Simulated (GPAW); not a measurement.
# Short convergence ladders for CdPd (P4mm, 2 atoms in the cell)

```
CdPd
1.0
    3.02815     0.00000     0.00000
    0.00000     3.02815     0.00000
    0.00000     0.00000     3.68241
Cd Pd
1 1
Direct
  0.00000   0.00000   0.01358
  0.50000   0.50000   0.50000
```

Base method: LDA (Perdew-Wang 92), GPAW PAW datasets LDA (gpaw-data 1.0.1) (plane waves; GPAW).

Base settings: mode = pw; ecut = 600 eV; xc = LDA; kpts = 5 5 4; mesh shift (steps) = 0 0 0; occupations.name = fermi-dirac; occupations.width = 0.1 eV; nbands = -10; convergence.density = 1e-05 e/electron; symmetry.symmorphic = false.

The count of work is k-points × plane waves × bands × iterations; it is no time. Core times come from one kind of shared machine, to one figure; runs under 30 s give none.

**Shifted k-point meshes**

In this ladder: kpts_shift = 0.5 0.5 0.5.

Only quantities that move along the ladder and can be compared are tabulated.

| kpts | free energy less the last step's (meV/atom) | pressure (GPa) | largest difference of a force vector from the last step's (eV/Å) | count of work / last |
|---|---|---|---|---|
| 2 2 2 | -690.08 | -15.26 | 0.046 | 0.0041 |
| 3 3 3 | 83.81 | -5.26 | 0.006 | 0.025 |
| 4 4 4 | -55.85 | -8.16 | 0.001 | 0.024 |
| 6 6 5 | -6.06 | -7.91 | 0.002 | 0.067 |
| 8 8 6 | 3.58 | -7.86 | 0.003 | 0.13 |
| 16 16 13 | 0.00 | -7.80 | 0.000 | 1.0 |

Coarsest kpts that holds the free energy within 5 meV/atom: not settled: the last two steps still differ by 3.6 meV/atom, over half the tolerance, so the ladder does not show it.

Coarsest kpts that holds the forces within 0.02 eV/Å of the last step, with all finer ones: 3 3 3, at 0.025 of the last step's count of work; the step before is off by 0.046 eV/Å.

Coarsest kpts that holds the pressure within 0.5 GPa of the last step, with all finer ones: 4 4 4, at 0.024 of the last step's count of work; the step before is off by 2.5 GPa.

**The k-point mesh at a smearing width of 0.3 eV**

In this ladder: occupations.width = 0.3 eV.

Only quantities that move along the ladder and can be compared are tabulated.

| kpts | free energy less the last step's (meV/atom) | count of work / last |
|---|---|---|
| 4 4 3 | 27.30 | 0.053 |
| 6 6 5 | 2.28 | 0.12 |
| 12 12 10 | 0.00 | 0.67 |
| 14 14 12 | 0.00 | 1.0 |

Coarsest kpts that holds the free energy within 1 meV/atom of the last step, with all finer ones: 12 12 10; the step before is off by 2.3 meV/atom.

**The mesh under tetrahedron occupations**

In this ladder: occupations.name = improved-tetrahedron-method; occupations.width = default.

Only quantities that move along the ladder and can be compared are tabulated.

```csv
kpts,free energy less the last step's (meV/atom),pressure (GPa),largest difference of a force vector from the last step's (eV/Å),count of work / last,core time / last (rough)
5 5 4,-4.27,-7.94,0.043,0.026,–
7 7 6,-3.58,-7.86,0.019,0.061,–
11 11 9,-0.50,-7.85,0.000,0.19,0.2
13 13 11,-0.12,-7.86,0.001,0.27,0.3
20 20 17,0.00,-7.85,0.000,1.0,1
```

Coarsest kpts that holds the forces within 0.01 eV/Å of the last step, with all finer ones: 11 11 9, at 0.19 of the last step's count of work and about 0.2 of the last step's time; the step before is off by 0.019 eV/Å.

Coarsest kpts that holds the pressure within 0.05 GPa of the last step, with all finer ones: 7 7 6, at 0.061 of the last step's count of work; the step before is off by 0.09 GPa.

Coarsest kpts that holds the free energy within 1 meV/atom of the last step, with all finer ones: 11 11 9, at 0.19 of the last step's count of work and about 0.2 of the last step's time; the step before is off by 3.6 meV/atom.

On the base run: the starting cell comes from a database of computed structures (which also holds hypothetical and non-ambient phases and stackings), without a prior relaxation at this level. Its lattice was rescaled by up to half a per cent. One atom was moved a little off its site on purpose. Spin polarisation is off. In the base run, with a pressure of about -8 GPa the cell is away from its equilibrium volume at this level. Without a gap this mesh is coarse (it stands for a supercell whose shortest vector is 15 Å).
